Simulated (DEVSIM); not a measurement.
**abrupt GaAs n-p junction**

Device: abrupt GaAs n-p junction, at 300 K.

```tsv
layer (left to right)	material	thickness (μm)	Nd (cm⁻³)	Na (cm⁻³)	τn (s)	τp (s)
1	GaAs	3.10	2.1e16	-	7.1e-9	7.1e-9
2	GaAs	190	-	2.1e16	7.1e-9	7.1e-9
```

Left contact: ohmic. Right contact: ohmic. Voltage is applied to the left contact. Recombination: SRH at mid-gap. Mobility is μmin + (μ − μmin)/(1 + (N/Nref)^α).

This is a model device: material constants are rounded textbook-type values typed into the input, and sizes, dopings and lifetimes were drawn at random. Values at 300 K.

| parameter | GaAs |
|---|---|
| gap (eV) | 1.424 |
| affinity (eV) | 4.07 |
| permittivity | 12.9 |
| Nc (cm⁻³) | 4.7e17 |
| Nv (cm⁻³) | 9e18 |
| μn (cm²/Vs) | 8500 |
| μp (cm²/Vs) | 400 |
| μn,min | 500 |
| μp,min | 20 |
| Nref,n | 6e16 |
| Nref,p | 1.5e17 |
| αn | 0.39 |
| αp | 0.38 |

DEVSIM, 1D drift-diffusion, Boltzmann statistics, complete ionisation; no tunnelling, impact ionisation, image-force lowering or self-heating.

- Potential step across the device at zero bias: 1.187 V
- Largest field in the device at zero bias: 58000 V/cm
- Dark forward voltage at 1 A/cm²: 1.042 V

Dark forward current:

(V (V), J (A/cm²)): (-0.05, -6.9e-11); (-0.15, -6.9e-10); (-0.25, -5.3e-9); (-0.35, -3.9e-8); (-0.45, -2.9e-7); (-0.55, -2.2e-6); (-0.65, -1.8e-5); (-0.75, -0.00016); (-0.85, -0.0024); (-0.95, -0.069); (-1.00, -0.36); (-1.10, -2.7); (-1.20, -6.7); (-1.30, -11); (-1.40, -16); (-1.50, -21); (-1.60, -26); (-1.70, -31); (-1.80, -37); (-1.90, -42)

Small-signal capacitance in reverse bias (quasi-static):

```tsv
V (V)	C (nF/cm²)
0.2	26.8
0.5	24.2
1	21.2
1.5	19.1
2	17.5
3	15.2
4	13.7
5	12.5
6.5	11.2
8	10.3
10	9.29
```
